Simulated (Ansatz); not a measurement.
## A computed series for AlN: thickness series

The parent structure is AlN in the zinc blende structure (space group F-43m, No. 216).

```yaml
crystal:
  lattice:
    - [0.00000, 2.18477, 2.18477]
    - [2.18477, 0.00000, 2.18477]
    - [2.18477, 2.18477, 0.00000]
  atoms:
    - { symbol: N, position: [0.75000, 0.75000, 0.75000] }
    - { symbol: Al, position: [0.00000, 0.00000, 0.00000] }
```

Cartesian axes are those of the cell as printed.

Free-standing slabs (2 atom(s) a layer) normal to [110] with 15 Å of vacuum; in-plane cell held at bulk.

Calculations: r2SCAN in Ansatz (plane waves to 500 eV, PAW, no spin-orbit coupling), earlier PAW set.

Candidates:
(a) 7 layers
(b) 6 layers
(c) 5 layers
(d) 1 layer
(e) 4 layers

Base values:

| Quantity | Result |
|---|---|
| Band gap | 3.93 eV |

Order them by band gap, lowest first.

(d) 1 layer (1.64 eV), (c) 5 layers (2.84 eV), (e) 4 layers (3.01 eV), (a) 7 layers (3.11 eV), (b) 6 layers (3.15 eV)

Stability against distortions was not tested. This is not the structure that AlN has at room temperature and ambient pressure.

Ansatz is a program for electronic structure.
